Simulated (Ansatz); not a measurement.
CdS (P6_3mc), PBE with spin-orbit coupling, rigid bands in Ansatz (a first-principles code). Band gap 1.22 eV, N_c = 1.32e18 cm⁻³ and N_v = 4.68e19 cm⁻³ at 300 K, conductivity masses along y (a = (4.12, 0.00, 0.00) Å; b = (-2.06, 3.57, 0.00) Å; c = (0.00, 0.00, 6.71) Å) of 0.150 mₑ (electrons) and 1.19 mₑ (holes). Take k_BT = 0.02585 eV.

Task: What built-in voltage has an abrupt junction with N_A = 1e17 and N_D = 1e17 cm⁻³, all dopants ionised?

Result: V_bi = E_g/e − (k_BT/e) ln(N_c N_v/(N_A N_D)) = 1.22 − 0.02585 × 8.73 = 0.99 V, for the computed gap.

Task: A film of it is 8 nm thick, with its normal along the direction named. Estimate the confinement energies in an infinite well.

Result: ħ²π²/(2m t²) = 0.376 eV·nm²/(m/mₑ × t²) gives 39.2 meV for electrons and 4.94 meV for holes, so the gap would widen to about 1.26 eV. Finite barriers and nonparabolic bands lower this, and with several valleys or bands the heaviest mass along the normal sets the lowest level, not this average.

Task: Find the intrinsic carrier density and the intrinsic Fermi level.

Result: n_i = √(N_c N_v) exp(−E_g/2k_BT) = 7.86e18 × exp(−23.60) = 4.4e8 cm⁻³. The level lies (k_BT/2) ln(N_v/N_c) = 46 meV from mid-gap (positive towards the conduction band). Each 0.1 eV added to the gap lowers n_i by a factor of 6.9.

Rigid bands with the computed gap; masses take one relaxation time for all states. Geometry: cell and atoms relaxed with PBEsol.
